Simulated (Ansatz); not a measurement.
**KF: energy against volume**

KF (rock salt, Fm-3m, 19.911 Å³/atom and stress up to 0.01 GPa in the relaxed cell, cube axes along x, y and z) under hydrostatic pressure, with the cell free. PBE in Ansatz, a plane-wave DFT program (PAW, default set), 420 eV, 11×11×11 Γ-centred mesh, Fermi-Dirac smearing 0.05 eV; ions are relaxed, or left where forces stay under 0.02 eV/Å, within the symmetry of each cell.

Here V stands for volume and E for E less E0.

```csv
volume (Å³/atom),E less E0 (meV/atom),pressure (GPa)
21.6529,11.67,-1.99
20.6775,2.47,-1.00
19.9107,0.00,0.00
19.7138,0.20,0.30
19.4641,0.95,0.70
19.0141,4.00,1.49
18.3032,?,?
```

Q: Using the third-order Birch-Murnaghan form, a cubic in V^(-2/3), estimate the missing E at V = 18.3032 from the other rows, showing the fit.

A: With u = V^(-2/3) - 0.136, the rows have u = -0.007277, -0.003260, 0.000126, 0.001031, 0.002201, 0.004373. Least squares gives E = 0.009 - 51.80·u + 217704·u² + 635226·u³. Residuals (row less fit): 0.000, 0.000, -0.006, 0.012, -0.006, 0.001; standard error 0.011 (degrees of freedom: 2). Its minimum lies at u = 0.000119, so V0 = (0.136119)^(-3/2) = 19.91. There d²E/du² = 435900 and d³E/du³ = 3811000, so B0 = (4/9) × 19.91^(-7/3) × 435900 × 0.160218 = 28.9 GPa (the last factor turns the table's units into GPa), and B0' = 4 + (2/3) × 0.136119 × (3811000)/435900 = 4.8. B0' rests on the cubic coefficient alone and has a standard error of 0.1 from these residuals. At the withheld row, u = 0.007984, so E = 0.009 - 51.80 × 0.007984 + 217704 × 0.007984² + 635226 × 0.007984³ = 13.796 meV/atom. The calculation gives 13.83 meV/atom, 0.034 meV/atom above the prediction (0.2 % of the range of E in the table). The row lies outside the fitted rows, so this is an extrapolation. From the scatter of the fitted rows alone, a prediction at this place has a standard error of 0.066 meV/atom, so the miss is 0.5 times that.

Other structures, which can take over under pressure, weren't tried. The same form fitted to the pressure column gives B0' = 4.8; series where the two differ by over 0.4 aren't shown. Rows are the converged runs of the series near zero and its far end, less any whose ions stayed unrelaxed beside relaxed ones; series whose fitted rows scatter by over a few per cent of the range, as at a crossing or softening among them, aren't shown in this form.
